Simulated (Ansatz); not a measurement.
Abridged Ansatz (a first-principles code) output:

```
Relaxation: its limit of steps is 50 (relax.max_steps)
Pseudopotential: Pd, paw, valence charge 18
Crystal: 1 atoms, lattice volume = 15.109 Å³
Basis set: ecut = 420 eV, 299 PW (Γ), exchange–correlation on 40×40×40 points (8 copies of the dense FFT grid, shifted against one another)
Bands: 13, of which v1, the nominal top of the filled ones, is band 9 counted from 1 (8 counted from 0)
Symmetry: 16 space group operations
k-points: 1800 of 24389
Functional: x = pbesol(κ = 0.804, μ = 0.12345679012345678), c = pbesol(β = 0.046)
SCF iter   1: F=—  HF=-6906.671295 eV  |F-HF|=—  |Δ(HF+E_count)|=         —  Δρ=1.01e-2  dr2=1.35e-2  ethr=1.77e-3  ⟨swp⟩=5.0  Hψ=135881  notcnv=0
SCF iter   2: F=—  HF=-6906.667756 eV  |F-HF|=—  |Δ(HF+E_count)|=   3.54e-3  Δρ=2.50e-3  dr2=6.83e-4  ethr=7.53e-5  ⟨swp⟩=1.1  Hψ=38164  notcnv=0
SCF 1 converged in 7 iterations: F = -6906.667587 eV  dr2 = 1.78e-12
relax step   1: F+E_penalty+E_count = -6906.66758706 eV  Δ(F+E_penalty+E_count) = +0.000e0 eV  max|allowed force component| = 0.000e0 eV/Å  Δτ_max = 0.0000 Å  (7 SCF iters, accepted)
SCF converged after 7 iterations
Free energy (F): -6906.667587 eV
Internal energy: -6906.603419 eV  (E = F + TS)
E sigma→0 (E₀):  -6906.635503 eV
Entropy (-TS):   -0.064168 eV (-64.168 meV/atom)
Fermi energy:    19.047908 eV
--- Forces (eV/Å), atoms counted from 1 ---
  atom   1  Pd     0.00000000    -0.00000000     0.00000000
--- Stress (GPa, compression-positive) ---
       -5.732880       0.000000       0.000000
        0.000000      -8.039818      -0.000000
        0.000000      -0.000000      -5.732880
  P = ⅓ Tr σ = -6.5019 GPa (-65.019 kbar)
--- Relaxed structure (1 steps of the walk, 1 accepted, 0 SCFs on fresh bases) ---
  atoms:
    - { symbol: Pd, position: [0.0, 0.0, 0.0] }
```

**Question.** What was computed, and what are the main results?

**Answer.** Pd, 1 atom in the cell, with PBEsol/PAW in Ansatz, spin-orbit coupling left out. The last SCF converged to F = -6906.667587 eV, or -6906.6676 eV per atom, at a pressure of -6.50 GPa. The total energy compares only with runs of the same code, potentials and settings.

The cells carry an imposed strain or load. Stability against distortions was not tested. The final runs are not spin-polarised. The cell was made from Pd in the fcc (Cu type) structure (space group Fm-3m, No. 225) by this change: uniaxial strain ε_yy = +3.65 %. Pd lies near a magnetic instability that expansion can trigger; it was not tested.

Keys are those of Ansatz 0.2.
